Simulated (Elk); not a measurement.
A self-consistent single point of TiPt₃ (Pm-3m, 4 atoms in the cell) with Elk.

Method of the run: PBEsol, all-electron FP-LAPW, Elk's shipped species files, APW+lo basis with extra local orbitals in Elk.

```yaml
crystal:
  lattice:
    - [3.92453, 0.00000, 0.00000]
    - [0.00000, 3.92453, 0.00000]
    - [0.00000, 0.00000, 3.92453]
  atoms:
    - { symbol: Ti, position: [0.00000, 0.00000, 0.00000] }
    - { symbol: Pt, position: [0.50000, 0.50000, 0.00000] }
    - { symbol: Pt, position: [0.00000, 0.50000, 0.50000] }
    - { symbol: Pt, position: [0.50000, 0.00000, 0.50000] }
```

Reference input (self-consistent single point, DFT, PBE, all-electron FP-LAPW, Elk's shipped species files, APW+lo basis with extra local orbitals): xctype = 20; rgkmax = 8; stype = 0; swidth = 0.00367493 Ha; ngridk = 6 6 6; tforce = true; gmaxvr = 18 1/bohr; lmaxapw = 10; lmaxo = 8; nxlo = 2; lorbcnd = true; lradstp = 2. This run's input differs from it in these lines:

```diff
@@ -4,3 +4,3 @@
 xctype
-  20
+  22
```

The program printed (abridged):

```
│ Self-consistent loop started │
│ Loop number : 1 │
 total energy                :     -56127.7991385
│ Loop number : 2 │
 total energy                :     -56133.9862319
RMS change in Kohn-Sham potential (target) :   0.2756399919     (  0.1000000000E-05)
Absolute change in total energy (target)   :    6.187093404     (  0.1000000000E-03)
│ Loop number : 3 │
 total energy                :     -56132.3679774
RMS change in Kohn-Sham potential (target) :   0.2961495829     (  0.1000000000E-05)
Absolute change in total energy (target)   :   0.7148121428E-01 (  0.1000000000E-03)
│ Loop number : 4 │
   [... lines left out ...]
Absolute change in total energy (target)   :   0.5015714924E-03 (  0.1000000000E-03)
│ Loop number : 18 │
 total energy                :     -56177.7856011
RMS change in Kohn-Sham potential (target) :   0.4633036826E-07 (  0.1000000000E-05)
Absolute change in total energy (target)   :   0.1522612802E-03 (  0.1000000000E-03)
│ Loop number : 19 │
 total energy                :     -56177.7856038
RMS change in Kohn-Sham potential (target) :   0.2994699521E-07 (  0.1000000000E-05)
Absolute change in total energy (target)   :   0.3536069562E-04 (  0.1000000000E-03)
Convergence targets achieved

│ Loop number : 20 │

Energies :
 Fermi                       :     0.474097991850
 total energy                :     -56177.7856032

Density of states at Fermi energy :    39.26724178
 (states/Hartree/unit cell)

Estimated indirect band gap :   0.3108202301E-02
 from k-point      2 to k-point     13
Estimated direct band gap   :   0.6918639012E-02
 at k-point      3

Charges :
 core                        :    154.0000000
 valence                     :    102.0000000
 interstitial                :    7.013456745
 muffin-tins (core leakage)
  species :    1 (Ti)
   atom    1                 :    19.65222391     (  0.1563253171E-07)
  species :    2 (Pt)
   atom    1                 :    76.44477312     (  0.9060529049E-03)
   atom    2                 :    76.44477312     (  0.9060529049E-03)
   [... lines left out ...]
   total force               :    -0.00000000    0.00000000    0.00000000
   total magnitude           :     0.00000000
  atom :    3
   Hellmann-Feynman          :    -0.00000000    0.00000000    0.00000000
   IBS                       :     0.00000000    0.00000000    0.00000000
   total force               :     0.00000000    0.00000000    0.00000000
   total magnitude           :     0.00000000
```

The run converged in 20 iterations. The count includes the last loop, which Elk runs after its targets are met. 

The starting cell comes from a database of computed structures (which also holds hypothetical and non-ambient phases and stackings), without a prior relaxation at this level. Spin-orbit coupling is off. Spin polarisation is off. Values depend on the basis (sphere radii, cutoffs, local orbitals), which need not be converged. The log's line on a gap gives a spacing of levels on this mesh, which the program prints for metals too.

Cost on one core of a shared machine: roughly 90 s.
